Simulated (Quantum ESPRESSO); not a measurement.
## Convergence series on Bi2TeO6 (Cmce, 18 atoms in the cell)

```
Bi2TeO6
1.0
    2.68610    -8.30697     0.00000
    2.68610     8.30697     0.00000
    0.00000     0.00000     5.38315
Bi Te O
4 2 12
Direct
  0.32743   0.67257   0.01139
  0.67257   0.32743   0.98861
  0.17257   0.82743   0.51139
  0.82743   0.17257   0.48861
  0.50000   0.50000   0.50000
  0.00000   0.00000   0.00000
  0.39042   0.60958   0.42226
  0.60958   0.39042   0.57774
  0.10958   0.89042   0.92226
  0.89042   0.10958   0.07774
  0.77815   0.72185   0.25000
  0.22185   0.27815   0.75000
  0.72185   0.77815   0.75000
  0.27815   0.22185   0.25000
  0.49894   0.00106   0.75000
  0.50106   0.99894   0.25000
  0.00106   0.49894   0.25000
  0.99894   0.50106   0.75000
```

Method: LDA (PW92), PseudoDojo standard norm-conserving (LDA) pseudopotentials (plane waves; Quantum ESPRESSO).

The starting cell comes from a database of computed structures (which also holds hypothetical and non-ambient phases and stackings), without a prior relaxation at this level. Spin-orbit coupling is off. In the base run, with a pressure of about -4 GPa the cell is away from its equilibrium volume at this level.

Held fixed: ecutwfc = 85 Ry; occupations = smearing; smearing = gaussian; degauss = 0.00147 Ry; potentials = {Bi: Bi.upf, Te: Te.upf, O: O.upf}; K_POINTS = automatic 3 3 3 0 0 0; conv_thr = 1e-11 Ry; mixing_beta = 0.3.

ΔF is the free energy per atom less that of the last row (510 Ry).

The series runs over ecutrho = 170 Ry; 255 Ry; 340 Ry; 425 Ry; 510 Ry.

Problem. From which setting on does the pressure stay within 0.1 GPa of the last one?

Solution. From ecutrho = 255 Ry on; the one before it is off by 0.32 GPa. The value it settles on is -3.72 GPa at this level of theory and with the other settings as held.

Problem. From which setting on does the energy stay within 2 meV/atom of the last one?

Solution. From ecutrho = 255 Ry on; the one before it is off by 4.2 meV/atom.

| ecutrho | ΔF (meV/atom) | pressure (GPa) | largest force (eV/Å) | gap on the mesh (eV) |
|---|---|---|---|---|
| 170 Ry | -4.2 | -3.40 | 0.163 | 1.636 |
| 255 Ry | -0.02 | -3.71 | 0.158 | 1.636 |
| 340 Ry | 0.00 | -3.72 | 0.158 | 1.636 |
| 425 Ry | 0.00 | -3.72 | 0.158 | 1.636 |
| 510 Ry | 0.00 | -3.72 | 0.158 | 1.636 |

Gaps are taken between levels on the mesh.
